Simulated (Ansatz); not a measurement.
Pressure series in Ag

The parent structure is Ag in the fcc (Cu type) structure (space group Fm-3m, No. 225; a = 4.149 Å).

Cell and atoms are relaxed at each pressure.

Level of theory: Ansatz (a first-principles code), PBE, PAW, cutoff 420 eV, without spin-orbit coupling, earlier PAW set.

```csv
P (GPa),V (Å³/atom)
-2.00,18.286
-1.00,18.063
0.89,17.688
2.10,17.471
4.51,17.089
9.02,16.492
15.01,15.864
22.50,15.247
30.00,14.747
```

Task: Fit a third-order Birch–Murnaghan equation of state.

Result: Least squares on P(V) = (3B₀/2)[(V₀/V)^(7/3) − (V₀/V)^(5/3)]·[1 + (3/4)(B₀′ − 4)((V₀/V)^(2/3) − 1)] gives V₀ = 17.86 Å³/atom, B₀ = 90 GPa and B₀′ = 5.8.

Measured bulk modulus of Ag: 110 GPa (static lattice; corrected from measurement; as listed in H. Levämäki et al., Physical Review B (2014)); the computed value is 18 % below it.

Load acts through the strain it causes; cell and atoms are relaxed under it. Whether these cells are dynamically stable was not tested. Competing high-pressure phases were not computed.
